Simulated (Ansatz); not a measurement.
# SrTiO3, pressure series

The reference is SrTiO₃ in the cubic perovskite structure (space group Pm-3m, No. 221; a = 3.9075 Å).

Cell and atoms are relaxed at each pressure.

The values are results of r2SCAN, PAW, 500 eV (Ansatz, a first-principles code; no spin-orbit coupling), earlier PAW set, not measurements.

```
case              shortest interatomic distance  smallest direct gap
----------------  -----------------------------  -------------------
base                                 3.692 bohr              2.63 eV
pressure −2 GPa                      3.705 bohr              2.61 eV
pressure −1 GPa                      3.699 bohr              2.62 eV
pressure 0.3 GPa                     3.690 bohr              2.63 eV
pressure 0.7 GPa                     3.688 bohr              2.63 eV
pressure 1.5 GPa                              ?              2.64 eV
pressure 3 GPa                                ?              2.65 eV
pressure 5 GPa                                ?              2.67 eV
pressure 7.5 GPa                     3.647 bohr              2.68 eV
pressure 10 GPa                      3.634 bohr                    ?
```

**Question.** Complete the table.

**Answer.** 
- pressure 1.5 GPa, shortest interatomic distance: 3.682 bohr
- pressure 3 GPa, shortest interatomic distance: 3.673 bohr
- pressure 5 GPa, shortest interatomic distance: 3.661 bohr
- pressure 10 GPa, smallest direct gap: 2.70 eV

Load acts through the strain it causes; cell and atoms are relaxed under it. Whether these cells are dynamically stable was not tested. No other phases were tried under pressure. All final runs are without spin polarisation. Many cubic perovskites are stable only at high temperature; tilts and polar distortions were not tested.
